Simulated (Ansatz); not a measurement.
The parent structure is Ag in the fcc (Cu type) structure (space group Fm-3m, No. 225; a = 4.148 Å; relaxed with 0.1 eV smearing).

Computed with Ansatz (an electronic-structure program) PBE, without spin-orbit coupling.

Base values:

The pressure is 0.0 GPa.

One thing is altered: an isotropic linear strain of +2.50 %, atoms relaxed at fixed cell.

Problem. What does the calculation give for the energy relative to the base after the change?

Solution. The energy increases by 25 meV/atom.

Problem. What happens to the pressure?

Solution. The pressure goes from zero to -5.4 GPa.

No phonon test of stability was made.
